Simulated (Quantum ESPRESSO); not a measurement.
A self-consistent single point of a (001) slab of MgO (cut from a parent of space group no. 225; 8 atoms in the cell) with Quantum ESPRESSO.

Method of the run: PBE, GBRV 1.5 ultrasoft (PBE) pseudopotentials (plane waves; Quantum ESPRESSO).

```
MgO
1.0
    2.96799     0.00000     0.00000
   -2.96799     2.96799     0.00000
    0.00000     0.00000    20.29598
Mg O
4 4
Direct
  0.00000   0.00000   0.44830
  0.00000   0.50000   0.34490
  0.00000   0.00000   0.65510
  0.00000   0.50000   0.55171
  0.00000   0.50000   0.44830
  0.00000   0.00000   0.34490
  0.00000   0.50000   0.65510
  0.00000   0.00000   0.55171
```

Reference input (self-consistent single point, DFT, PBE, plane waves, GBRV 1.5 ultrasoft (PBE) pseudopotentials): ecutwfc = 40 Ry; ecutrho = 200 Ry; occupations = smearing; smearing = fd; degauss = 0.00147 Ry; potentials = {Mg: mg_pbe_v1.4.uspp.F.UPF, O: o_pbe_v1.2.uspp.F.UPF}; K_POINTS = automatic 5 5 1 0 0 0; conv_thr = 1e-11 Ry; mixing_beta = 0.2. This run's input differs from it in these lines:

```diff
@@ -12,4 +12,4 @@
  ntyp = 2,
- ecutwfc = 40,
- ecutrho = 200,
+ ecutwfc = 80,
+ ecutrho = 400,
  occupations = 'smearing',
```

Output, abridged:

```
     Self-consistent Calculation

     iteration #  1     ecut=    80.00 Ry     beta= 0.20

     negative rho (up, down):  2.813E-04 0.000E+00

     total energy              =    -631.47771433 Ry
     estimated scf accuracy    <       1.75700596 Ry

     iteration #  2     ecut=    80.00 Ry     beta= 0.20

     negative rho (up, down):  2.154E-04 0.000E+00

     total energy              =    -631.36891153 Ry
     estimated scf accuracy    <       0.45226931 Ry

     iteration #  3     ecut=    80.00 Ry     beta= 0.20

     negative rho (up, down):  1.751E-04 0.000E+00

     total energy              =    -631.42368655 Ry
     estimated scf accuracy    <       0.06425487 Ry

   [... 13 blocks of this kind left out ...]

     iteration # 17     ecut=    80.00 Ry     beta= 0.20

     negative rho (up, down):  2.250E-04 0.000E+00

     total energy              =    -631.42674671 Ry
     estimated scf accuracy    <          2.9E-11 Ry

     iteration # 18     ecut=    80.00 Ry     beta= 0.20

     negative rho (up, down):  2.379E-04 0.000E+00
     End of self-consistent calculation

     the Fermi energy is     3.1072 ev

!    total energy              =    -631.42674671 Ry
     estimated scf accuracy    <          5.7E-12 Ry
     smearing contrib. (-TS)   =      -0.00000000 Ry
     internal energy E=F+TS    =    -631.42674671 Ry

     convergence has been achieved in  18 iterations

     negative rho (up, down):  2.379E-04 0.000E+00

     Forces acting on atoms (cartesian axes, Ry/au):

     atom    1 type  1   force =     0.00000000   -0.00000000    0.00009461
     atom    2 type  1   force =     0.00000000   -0.00000000    0.00960413
     atom    3 type  1   force =     0.00000000    0.00000000   -0.00960413
     atom    4 type  1   force =     0.00000000   -0.00000000   -0.00009461
     atom    5 type  2   force =     0.00000000    0.00000000    0.00001404
   [... lines left out ...]
     Total force =     0.036681     Total SCF correction =     0.000007
   [... lines left out ...]

     negative rho (up, down):  2.379E-04 0.000E+00
          total   stress  (Ry/bohr**3)                   (kbar)     P=        2.22
  -0.00004675  -0.00000000   0.00000000           -6.88       -0.00        0.00
  -0.00000000  -0.00004675   0.00000000           -0.00       -6.88        0.00
   0.00000000   0.00000000   0.00013868            0.00        0.00       20.40

   JOB DONE.
```

The run converged in 18 iterations. Against the reference run the free energy drops by 8.7 meV/atom, the largest force moves little (0.621 to 0.619 eV/Å) and the gap on the mesh moves little (3.338 to 3.343 eV).

The starting cell has typed, rounded lattice constants, without a prior relaxation at this level. The slab is cut from that crystal, and its faces are unrelaxed. Its lattice was rescaled by up to half a per cent. Spin polarisation is off, though cut faces can carry moments; a gap of a slab can lie between surface states.

Cost on one core of a shared machine: roughly 3 min.
